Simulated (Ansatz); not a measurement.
In2Se3 (P6₁, No. 169, 30 atoms in the cell; start mp-612740) was calculated with LDA in Ansatz (PAW).

Input file:

Ansatz 0.2 input:
```yaml
crystal:
  lattice:
    - [7.1492371783, 0.0, 0.0]
    - [-3.5746185891, 6.1914210141, 0.0]
    - [0.0, 0.0, 19.4075944364]
  atoms:
    - { symbol: In, position: [0.3306872781, 0.9832241846, -0.0001170415] }
    - { symbol: In, position: [0.3474630936, 0.3306872781, 0.1665496252] }
    - { symbol: In, position: [0.0167758154, 0.3474630936, 0.3332162919] }
    - { symbol: In, position: [0.6693127219, 0.0167758154, 0.4998829585] }
    - { symbol: In, position: [0.6525369064, 0.6693127219, 0.6665496252] }
    - { symbol: In, position: [0.9832241846, 0.6525369064, 0.8332162919] }
    - { symbol: In, position: [0.0067238936, 0.6990748316, 0.4721989477] }
    - { symbol: In, position: [0.307649062, 0.0067238936, 0.6388656144] }
    - { symbol: In, position: [0.3009251684, 0.307649062, 0.805532281] }
    - { symbol: In, position: [0.9932761064, 0.3009251684, 0.9721989477] }
    - { symbol: In, position: [0.692350938, 0.9932761064, 0.1388656144] }
    - { symbol: In, position: [0.6990748316, 0.692350938, 0.305532281] }
    - { symbol: Se, position: [0.6960812979, 0.0434661944, 0.6355371496] }
    - { symbol: Se, position: [0.6526151035, 0.6960812979, 0.8022038162] }
    - { symbol: Se, position: [0.9565338056, 0.6526151035, 0.9688704829] }
    - { symbol: Se, position: [0.3039187021, 0.9565338056, 0.1355371496] }
    - { symbol: Se, position: [0.3473848965, 0.3039187021, 0.3022038162] }
    - { symbol: Se, position: [0.0434661944, 0.3473848965, 0.4688704829] }
    - { symbol: Se, position: [0.6276941196, 0.6618857643, 0.4528644725] }
    - { symbol: Se, position: [0.9658083553, 0.6276941196, 0.6195311392] }
    - { symbol: Se, position: [0.3381142357, 0.9658083553, 0.7861978058] }
    - { symbol: Se, position: [0.3723058804, 0.3381142357, 0.9528644725] }
    - { symbol: Se, position: [0.0341916447, 0.3723058804, 0.1195311392] }
    - { symbol: Se, position: [0.6618857643, 0.0341916447, 0.2861978058] }
    - { symbol: Se, position: [0.9213071584, 0.2643798579, 0.8274364717] }
    - { symbol: Se, position: [0.6569273006, 0.9213071584, 0.9941031384] }
    - { symbol: Se, position: [0.7356201421, 0.6569273006, 0.1607698051] }
    - { symbol: Se, position: [0.0786928416, 0.7356201421, 0.3274364717] }
    - { symbol: Se, position: [0.3430726994, 0.0786928416, 0.4941031384] }
    - { symbol: Se, position: [0.2643798579, 0.3430726994, 0.6607698051] }
basis:
  ecutwfc: 520
  ecutrho_ratio: 4
  xc_grid: 2
kpoints:
  mp_grid: { grid: [6, 6, 2] }
  band_path:
    path:
      - [0.0, 0.0, 0.0]
      - [0.125, 0.0, 0.0]
      - [0.25, 0.0, 0.0]
      - [0.375, 0.0, 0.0]
      - [0.5, 0.0, 0.0]
      - [0.416667, 0.166667, 0.0]
      - [0.333333, 0.333333, 0.0]
      - [0.266667, 0.266667, 0.0]
      - [0.2, 0.2, 0.0]
      - [0.133333, 0.133333, 0.0]
      - [0.066667, 0.066667, 0.0]
      - [0.0, 0.0, 0.5]
      - [0.125, 0.0, 0.5]
      - [0.25, 0.0, 0.5]
      - [0.375, 0.0, 0.5]
      - [0.5, 0.0, 0.5]
      - [0.416667, 0.166667, 0.5]
      - [0.333333, 0.333333, 0.5]
      - [0.266667, 0.266667, 0.5]
      - [0.2, 0.2, 0.5]
      - [0.133333, 0.133333, 0.5]
      - [0.066667, 0.066667, 0.5]
    npoints: 1
hamiltonian:
  xc: lda
  dispersion: none
  pseudopotentials: { kind: paw }
scf:
  occupations: { method: fermi_dirac, width: 0.01 }
  convergence: { dr2_threshold: 0.000000003 }
output:
  forces: true
  stress: true
  eigenvalues: true
  write_bands: true
```

Excerpt of the program's output:

```
Crystal: 30 atoms, lattice volume = 859.057 Å³
Basis set: ecut = 520 eV, 23131 PW (Γ), exchange–correlation on 108×108×300 points (8 copies of the dense FFT grid, shifted against one another)
Bands: 267, of which v1, the nominal top of the filled ones, is band 222 counted from 1 (221 counted from 0)
Symmetry: 6 space group operations
Space group: P61 (ITA 169), of the structure as read, at distance tolerance 9.5e-5 Å
k-points: 16 of 72
Functional: x = slater, c = lda
SCF iter   1: F=—  HF=-162398.928488 eV  |F-HF|=—  |Δ(HF+E_count)|=         —  Δρ=6.45e-3  dr2=2.18e-1
SCF iter   2: F=—  HF=-162398.861100 eV  |F-HF|=—  |Δ(HF+E_count)|=   6.74e-2  Δρ=2.85e-3  dr2=4.24e-2
  ...
SCF iter   8: F=—  HF=-162398.850451 eV  |F-HF|=—  |Δ(HF+E_count)|=   1.25e-8  Δρ=1.67e-6  dr2=3.78e-8
SCF iter   9: F=-162398.850451 eV  HF=-162398.850451 eV  |F-HF|=6.98e-10  |Δ(HF+E_count)|=   1.06e-8  Δρ=4.20e-7  dr2=2.32e-9
SCF 1 converged in 9 iterations: F = -162398.850451 eV  dr2 = 2.32e-9
SCF converged after 9 iterations
Free energy (F): -162398.850451 eV
  ...
  atom   6  In    -0.01165468    -0.00538947     0.03373317
  atom   7  In     0.00233508     0.00161330    -0.00282421
  atom   8  In    -0.00022962     0.00282889    -0.00282421
  atom   9  In    -0.00256471     0.00121559    -0.00282421
  atom  10  In    -0.00233508    -0.00161330    -0.00282421
  atom  11  In     0.00022962    -0.00282889    -0.00282421
  atom  12  In     0.00256471    -0.00121559    -0.00282421
  atom  13  Se    -0.04870339    -0.09039101    -0.07108855
  atom  14  Se     0.05392921    -0.08737388    -0.07108855
  atom  15  Se     0.10263261     0.00301713    -0.07108855
  atom  16  Se     0.04870339     0.09039101    -0.07108855
  atom  17  Se    -0.05392921     0.08737388    -0.07108855
  atom  18  Se    -0.10263261    -0.00301713    -0.07108855
  atom  19  Se     0.06351868     0.09370183    -0.00551374
  atom  20  Se    -0.04938882     0.10185971    -0.00551374
  atom  21  Se    -0.11290750     0.00815788    -0.00551374
  atom  22  Se    -0.06351868    -0.09370183    -0.00551374
  atom  23  Se     0.04938882    -0.10185971    -0.00551374
  atom  24  Se     0.11290750    -0.00815788    -0.00551374
  atom  25  Se     0.06926857     0.09865344     0.04569514
  atom  26  Se    -0.05080210     0.10931507     0.04569514
  atom  27  Se    -0.12007067     0.01066162     0.04569514
  atom  28  Se    -0.06926857    -0.09865344     0.04569514
  atom  29  Se     0.05080210    -0.10931507     0.04569514
  atom  30  Se     0.12007067    -0.01066162     0.04569514
--- Stress (GPa, compression-positive) ---
       -1.749517      -0.000000       0.000000
        0.000000      -1.749517       0.000000
        0.000000       0.000000      -1.491047
  P = ⅓ Tr σ = -1.6634 GPa (-16.634 kbar)
```

The PAW data were made under PBE.

Note: cell and atoms aren't relaxed at this level (largest force component 0.12 eV/Å, pressure -1.7 GPa).

The result took about 27 core-minutes (a rough figure).

A start named mp-… is a Materials Project structure, which need not be a measured phase.

Ansatz is a first-principles code.
